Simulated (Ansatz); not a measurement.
Consider Al in the fcc (Cu type) structure (space group Fm-3m, No. 225; a = 3.994 Å; relaxed with 0.1 eV smearing). Axes: x, y, z lie along the cube axes.

All numbers come from plane-wave PAW DFT at the r2SCAN level (Ansatz, a quantum-chemistry and plane-wave program, 500 eV), spin-orbit coupling left out.

Before the change:

- Pressure = 0.0 GPa
- Shortest interatomic distance = 5.336 bohr

Modification: uniaxial strain ε_zz = +2.50 %, all other strain components held at zero, atoms relaxed at fixed cell.

### Question
How does this affect the energy relative to the base?

### Answer
The energy increases by 3.9 meV/atom.

### Question
Estimate the effect on the pressure.

### Answer
The pressure (mean of the normal stresses, compression positive) goes from zero to -2.1 GPa.

### Question
How does this affect the shortest interatomic distance?

### Answer
The shortest interatomic distance remains 5.336 bohr.

Stability against distortions was not tested.
